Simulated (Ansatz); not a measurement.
The starting structures come from a database of crystals and need not be the phases stable at ambient conditions.

Tunnelling through a barrier is set by its complex band structure: the current falls as exp(−2κd) with the smallest κ.

Consider the following.

```
CELL_PARAMETERS angstrom
      7.13830    -0.06297     0.06835
      3.30396     6.19534    -0.05177
     -2.49608     0.30214     5.33644
ATOMIC_POSITIONS crystal
  Na 0.86242 0.47901 0.67856
  Na 0.13758 0.52099 0.32144
  H  0.10704 0.13695 0.38188
  H  0.89296 0.86305 0.61812
  H  0.86305 0.27942 0.19999
  H  0.13695 0.72058 0.80001
  H  0.26905 0.13710 0.05668
  H  0.73095 0.86290 0.94332
  H  0.34991 0.26581 0.95679
  H  0.65009 0.73419 0.04321
  I  0.62067 0.22262 0.75724
  I  0.37933 0.77738 0.24276
  O  0.98300 0.28366 0.36057
  O  0.01700 0.71634 0.63943
  O  0.22509 0.28255 0.00216
  O  0.77491 0.71745 0.99784
```

Space group of this cell: P-1. The cell was relaxed by PBE-D3(BJ); by r2SCAN its mean pressure is -0.5 GPa.

Transport runs along the normal of the first two printed cell vectors.

No gap correction and no spin-orbit coupling; mid-gap values are interpolated between computed energies.

Q: Estimate the band gap and the smallest decay constant κ at mid-gap that r2SCAN (Ansatz, a first-principles code) returns for this system.

A: Gap 4.41 eV on a 6×6×6 mesh; κ = 0.366 1/Å, at the zone centre.
